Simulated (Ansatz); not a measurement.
The reference is BeSe in the zinc blende structure (space group F-43m, No. 216; a = 5.178 Å).

Now apply this change: an isotropic linear strain of +2.50 %; the atoms relax in the strained cell.

The values are results of Ansatz (an electronic-structure program) PBE, spin-orbit coupling left out, not measurements.

Base, band edges from the VBM (valence, conduction): X -2.58, 2.67; W -3.20, 6.13; L -1.05, 4.27; Γ 0.00, 4.22; K -2.16, 3.78; U -2.16, 3.78 eV.

### Question
Give the band edges at the high-symmetry points of the new zone, measured from its valence-band maximum.

### Answer
```csv
point,valence edge (eV),conduction edge (eV)
Γ,0.00,3.70
X,-2.34,2.82
U,-1.95,3.83
K,-1.95,3.83
L,-0.94,4.01
W,-2.87,6.05
```

The gap is 2.82 eV, indirect, Γ → X.

Stability against distortions was not tested.
